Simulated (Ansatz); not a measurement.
Base system: SnS in the GeS type structure (space group Pnma, No. 62; a = 11.1555 Å, b = 3.9999 Å, c = 4.2608 Å). Axes: x, y, z lie along a, b, c of the conventional cell.

All numbers come from Kohn–Sham DFT with the PBE-D3(BJ) functional, run in Ansatz (an electronic-structure program) with PAW and 420 eV plane waves, scalar-relativistic without spin-orbit coupling, earlier PAW set.

For the base:

- Shortest interatomic distance: 2.642 Å
- Band gap: 0.70 eV
- Gap character: indirect, Γ–Z (83 % along) → Y–Γ (33 % along)

The change: tensile biaxial strain of 1.14 % in the plane normal to [001], as in epitaxy on a mismatched substrate; the out-of-plane cell vector and the atoms relax.

What does the calculation give for the in-plane stress, shortest interatomic distance, out-of-plane strain, band gap and gap character after the change?

The mean in-plane stress (compression positive) is -0.6 GPa; the shortest interatomic distance shrinks by 0.0040 Å (2.642 Å → 2.637 Å); the out-of-plane strain is -1.41 %; the band gap increases by 0.02 eV (0.70 eV → 0.72 eV); the gap character becomes indirect, Γ–Z (83 % along) → Γ (base: indirect, Γ–Z (83 % along) → Y–Γ (33 % along)).

Stability against distortions was not tested.
